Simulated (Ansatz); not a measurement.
The structure below was relaxed with PBE in Ansatz (plane waves to 420 eV, PAW, scalar-relativistic without spin-orbit coupling).

```
CELL_PARAMETERS angstrom
     -1.90704     1.90704     4.32885
      1.90704    -1.90704     4.32885
      1.90704     1.90704    -4.32885
ATOMIC_POSITIONS crystal
  Nb 0.50000 0.50000 0.00000
  Nb 0.25000 0.75000 0.50000
  H  0.27965 0.27965 0.00000
  H  0.02965 0.52965 0.50000
  H  0.47035 0.97035 0.50000
  H  0.72035 0.72035 0.00000
```

Q: Find the space group and the Wyckoff positions.

A: Space group I4₁/amd, origin choice 1 (No. 141); a = b = 3.814 Å, c = 8.658 Å, α = β = γ = 90.00°

```
atom  site  symmetry       x       y       z
----  ----  --------  ------  ------  ------
Nb      4b      -4m2  0.0000  0.0000  0.5000
H       8e      2mm.  0.0000  0.0000  0.2797
```

Q: Describe the coordination.

A: The crystal has 12 atoms in its conventional cell. Lattice parameters: a = 3.814 Å, b = 3.814 Å, c = 8.658 Å, α = 90.00°, β = 90.00°, γ = 90.00°. Nb has 6 H at 1.908–1.924 Å (octahedral). H sees 3 Nb at 1.908–1.924 Å. (Neighbours: up to the widest gap in distance over summed covalent radii, below 1.35, at either atom; cation-cation and far metal-metal contacts left out.)

Whether these cells are dynamically stable was not tested. All final runs are without spin polarisation. The cell was made from VH2 by this change: V → Nb; the result is a hypothetical phase, not in the database extracts checked.

Ansatz is an electronic-structure program.
